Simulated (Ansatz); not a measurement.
# Effect of isotropic strain −3.00 % on InP

Take InP in the zinc blende structure (space group F-43m, No. 216; a = 5.827 Å) as the base.

It is then changed as follows: the cell is scaled by 0.9700 in all directions, atoms relaxed at fixed cell.

Calculations: Kohn–Sham DFT with the LDA functional, run in Ansatz (a quantum-chemistry and plane-wave program) with PAW and 420 eV plane waves, no spin-orbit coupling. Γ-centred 10×10×10 mesh, Fermi–Dirac width 0.05 eV.

| quantity | base | changed | shift |
|---|---|---|---|
| volume per atom | 24.73 Å³ | 22.57 Å³ | -2.16 Å³ |
| space group | F-43m (No. 216) | F-43m (No. 216) | – |
| shortest interatomic distance | 2.523 Å | 2.447 Å | -0.076 Å |
| energy relative to the base (free energy F) | 0 meV/atom | +50 meV/atom | +50 meV/atom |
| pressure | 0.00 GPa | 8.02 GPa | +8.02 GPa |
| band gap | 0.58 eV | 1.07 eV | +0.49 eV |
| gap character | direct at Γ | direct at Γ | – |
| mean gap deformation potential ΔEg/Δln V | – | -5.3 eV | – |
| width of the top valence band | 3.05 eV | 3.49 eV | +0.44 eV |
| electron mass | 0.046 mₑ (at Γ) | 0.079 mₑ (at Γ) | – |
| hole mass (degenerate bands, along [100]) | 0.046, 0.41, 0.41 mₑ (at Γ) | 0.079, 0.37, 0.37 mₑ (at Γ) | – |
| valley order (the lowest conduction-band minima on the path, energy above the VBM, named in the base's zone) | Γ 0.58 eV; L along ⟨111⟩ 1.35 eV; X along ⟨100⟩ 1.57 eV | Γ 1.07 eV; X along ⟨100⟩ 1.40 eV; L along ⟨111⟩ 1.56 eV | – |

Cost of the whole job for the changed cell (relaxation, final SCF and bands): about 12 core-seconds (a rough figure).

Effective masses come from finite differences of ±0.01 Å⁻¹. Stability against distortions was not tested.
